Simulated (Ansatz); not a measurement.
Start from VBiO4 (space group I4_1/a, No. 88; a = 5.1214 Å, c = 11.6213 Å). Axes: x, y, z lie along a, b, c of the conventional cell.

All numbers come from plane-wave PAW DFT at the r2SCAN level (Ansatz, a program for electronic structure, 500 eV), spin-orbit coupling left out.

Strains are applied to the cell and any free atomic positions relax.

One change was made to it. Results:

```json
[
 {"quantity": "energy relative to the base (free energy F)", "base": "0 meV/atom", "after": "+10 meV/atom"},
 {"quantity": "largest internal atomic displacement", "base": "–", "after": "0.021 Å"}
]
```

Task: Which change produced these results?
A) uniaxial strain ε_xx = +3.53 %
B) isotropic strain +5.16 %
C) isotropic strain +5.34 %
D) isotropic strain +1.48 %

Result: D, isotropic strain +1.48 %. For comparison, the energy relative to the base in the other runs: isotropic strain +5.16 % gives +112 meV/atom; isotropic strain +5.34 % gives +119 meV/atom; uniaxial strain ε_xx = +3.53 % gives +8.0 meV/atom.

Stability against distortions was not tested. Starting moments died away, wholly or in part, for the base; another magnetic solution may exist. The final runs are not spin-polarised.
